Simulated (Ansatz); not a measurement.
For Ti3Al (model structure, started from the D019 type, P6₃/mmc, No. 194, 8 atoms in the cell), PBEsol (PAW; Ansatz, a quantum-chemistry and plane-wave program) gives:

```
Property                   Value
------------------  ------------
lattice constant a       5.687 Å
c axis length            4.608 Å
bulk modulus             122 GPa
cohesive energy     5.61 eV/atom
```

Q: What does r²SCAN in Ansatz (plane waves, PAW) give for the same quantities?

A: 
- lattice constant a: 5.748 Å (grows by 1.1 %)
- lattice parameter c: 4.632 Å (goes up by 0.5 %)
- bulk modulus: 121 GPa (hardly moves)
- cohesive energy: 4.71 eV/atom (decreases by 0.90 eV/atom)

Changes are worked out from the printed values.

Unless a cell is named, each level is at its own relaxed cell (PBEsol 16.13, r²SCAN 16.57 Å³/atom).

The crystal itself was run without spin with PBEsol, r²SCAN; a magnetic state was not tried in these runs.

Caveats: the bulk modulus is −V dP/dV from two relaxed cells at ±2 % in volume (PBEsol, r²SCAN). Ansatz's density-functional and Hartree–Fock values are scalar-relativistic unless marked +SOC, with PAW data made under PBE.

A model structure was made by putting elements into a prototype or built by hand; here it ended with the formula and space group of a phase in our tables.
